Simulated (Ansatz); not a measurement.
**BaTiO3: pressure series**

The parent structure is BaTiO3 in the cubic perovskite structure (space group Pm-3m, No. 221; a = 3.970 Å).

Cell and atoms are relaxed at each pressure.

Levels (all Ansatz, a first-principles code, PAW): PBEsol (420 eV, spin-orbit coupling left out); r2SCAN (500 eV, no spin-orbit coupling); HSE06 (420 eV, spin-orbit coupling left out).

Band gaps by level, all at the geometries relaxed with PBEsol:

| case | PBEsol | r2SCAN | HSE06 |
|---|---|---|---|
| base | 1.82 eV | 2.22 eV | 3.27 eV |
| pressure −2 GPa | 1.79 eV | 2.19 eV | 3.24 eV |
| pressure 1.8 GPa | 1.84 eV | 2.24 eV | 3.30 eV |
| pressure 4.2 GPa | 1.86 eV | 2.27 eV | 3.33 eV |
| pressure 9 GPa | 1.91 eV | 2.33 eV | 3.39 eV |
| pressure 18 GPa | 1.94 eV | 2.40 eV | 3.44 eV |
| pressure 45 GPa | 1.95 eV | 2.44 eV | 3.49 eV |
| pressure 60 GPa | 1.93 eV | 2.43 eV | 3.49 eV |

Single points use the geometry relaxed with PBEsol. HSE06 gaps are upper bounds (no full band path). Load acts through the strain it causes; cell and atoms are relaxed under it. Stability against distortions was not tested. No other phases were tried under pressure. The final runs are not spin-polarised. Many cubic perovskites are stable only at high temperature; tilts and polar distortions were not tested. This is not the structure that BaTiO3 has at room temperature and ambient pressure.
